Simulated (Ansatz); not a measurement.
# GaAs: x(In) = 0.333, 6 atoms, P3m1

The reference is GaAs in the zinc blende structure (space group F-43m, No. 216; a = 5.6594 Å).

The other end (x = 1) is InAs in the zinc blende structure (space group F-43m, No. 216): 28.20 Å³/atom, gap zero.

One thing is altered: In replaces 33.3 % of the Ga, ordered in a cell of 6 atoms (starting symmetry P3m1) and fully relaxed.

Calculations: PBEsol in Ansatz (plane waves to 420 eV, PAW, no spin-orbit coupling), earlier PAW set. Settings: 9×9×4 k-points, 0.05 eV Fermi–Dirac smearing, for the changed cell.

- Volume per atom = 24.49 Å³ (base 22.66 Å³)
- Density = 5.41 g/cm³ (base 5.30 g/cm³)
- Shortest interatomic distance = 2.442 Å (base 2.451 Å)
- Band gap = zero (base 0.42 eV)
- Mixing energy = +0.03 eV/atom (to 0.01 eV only: unlike meshes or grids)
- Deviation of the volume from the linear (Vegard-type) interpolation = -0.1 %
- Mean first-shell distances = Ga–As 2.482 Å (end compound 2.451 Å), In–As 2.586 Å (end compound 2.636 Å)

These are small ordered cells, not random alloys; other orderings at the same x differ. Whether these cells are dynamically stable was not tested. The final runs are not spin-polarised. A zero or small gap of InGa2As3 and InAs can be the functional's error rather than a property of the material.

Ansatz is a quantum-chemistry and plane-wave program.
